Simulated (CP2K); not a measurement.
Input and output of a self-consistent single point for NaLiZnS₂ (P3m1, 5 atoms in the cell) (CP2K).

Method: LDA (Pade form), GPW, DZVP-MOLOPT-PBE-GTH basis, GTH-PBE potentials (POTENTIAL_UZH) (CP2K 2026.2).

```
CELL_PARAMETERS angstrom
      3.98206     0.00000     0.00000
     -1.99103     3.44856     0.00000
      0.00000     0.00000     6.82385
ATOMIC_POSITIONS crystal
  Na 0.00000 0.00000 0.02616
  Li 0.33333 0.66667 0.35665
  Zn 0.66667 0.33333 0.61163
  S  0.33333 0.66667 0.73381
  S  0.66667 0.33333 0.27174
```

Reference input (self-consistent single point, DFT PBEsol, GPW, DZVP-MOLOPT-PBE-GTH basis, GTH-PBE potentials (POTENTIAL_UZH)): CUTOFF = 1000 Ry; REL_CUTOFF = 60 Ry; KPOINTS/SCHEME = MACDONALD 10 10 5 0.05 0.05 0; XC_FUNCTIONAL = PBE:PBESOL; Na/BASIS_SET = DZVP-MOLOPT-PBE-GTH-q9; Na/POTENTIAL = GTH-PBE-q9; Li/BASIS_SET = DZVP-MOLOPT-PBE-GTH-q3; Li/POTENTIAL = GTH-PBE-q3; Zn/BASIS_SET = DZVP-MOLOPT-PBE-GTH-q12; Zn/POTENTIAL = GTH-PBE-q12; S/BASIS_SET = DZVP-MOLOPT-PBE-GTH-q6; S/POTENTIAL = GTH-PBE-q6. This run's input differs from it in these lines:

```diff
@@ -39,6 +39,3 @@
     &XC
-      &XC_FUNCTIONAL
-        &PBE
-          PARAMETRIZATION PBESOL
-        &END PBE
+      &XC_FUNCTIONAL PADE
       &END XC_FUNCTIONAL
```

Log, with long lists cut:

```
 SCF WAVEFUNCTION OPTIMIZATION

  Step     Update method      Time    Convergence         Total energy    Change
     1 NoMix/Diag. 0.30E+00      -     1.80429880      -136.2447357164 -1.36E+02
     2 Broy./Diag. 0.30E+00      -     0.03671376      -136.0848967153  1.60E-01
     3 Broy./Diag. 0.30E+00      -     0.08080517      -135.8659086311  2.19E-01
     4 Broy./Diag. 0.30E+00      -     0.06744541      -135.8580581276  7.85E-03
     5 Broy./Diag. 0.30E+00      -     0.01022071      -136.0447241342 -1.87E-01
     6 Broy./Diag. 0.30E+00      -     0.01905427      -136.0856460833 -4.09E-02
   [... 12 lines left out ...]
    19 Broy./Diag. 0.30E+00      -     0.00000780      -136.0070017256  3.66E-05
    20 Broy./Diag. 0.30E+00      -     0.00000155      -136.0069974464  4.28E-06
    21 Broy./Diag. 0.30E+00      -     0.00000228      -136.0070026990 -5.25E-06
    22 Broy./Diag. 0.30E+00      -     0.00000031      -136.0070074913 -4.79E-06
  *** SCF run converged in    22 steps ***

  Overlap energy of the core charge distribution:               0.00000000063526
  Self energy of the core charge distribution:               -232.56113914841697
  Core Hamiltonian energy:                                     67.23569727136194
  Hartree energy:                                              51.37169681074879
  Exchange-correlation energy:                                -22.05326242561399

  Total energy:                                              -136.00700749128498

 ENERGY| Total FORCE_EVAL ( QS ) energy [hartree]           -136.007005941085623

 FORCES| Atomic forces [hartree/bohr]
 FORCES|   Atom     x               y               z               |f|
 FORCES|      1  2.65468427E-08  2.24810089E-08  8.39055614E-04   8.39055615E-04
   [... lines left out ...]

 STRESS| Analytical stress tensor [bar]
 STRESS|                        x                   y                   z
 STRESS|      x       -3.21757816552E+04   2.63657513844E-01   2.69356577613E-01
 STRESS|      y        2.63657513844E-01  -3.21757809740E+04   2.19855859252E-02
 STRESS|      z        2.69356577613E-01   2.19855859252E-02  -2.77643127467E+04
 STRESS| 1/3 Trace                                            -3.07052917920E+04
```

The run converged in 22 iterations. Against the reference run the pressure goes from -1.35 to -3.07 GPa, the largest force goes from 0.092 to 0.144 eV/Å and the gap on the mesh goes from 1.639 to 1.506 eV.

The starting cell comes from a database of computed structures (which also holds hypothetical and non-ambient phases and stackings), without a prior relaxation at this level. Values carry the incompleteness of an atom-centred basis. The potentials were made for another functional than the one used. With a pressure of about -3 GPa the cell is away from its equilibrium volume at this level.

Cost on one core of a shared machine: roughly 90 s.
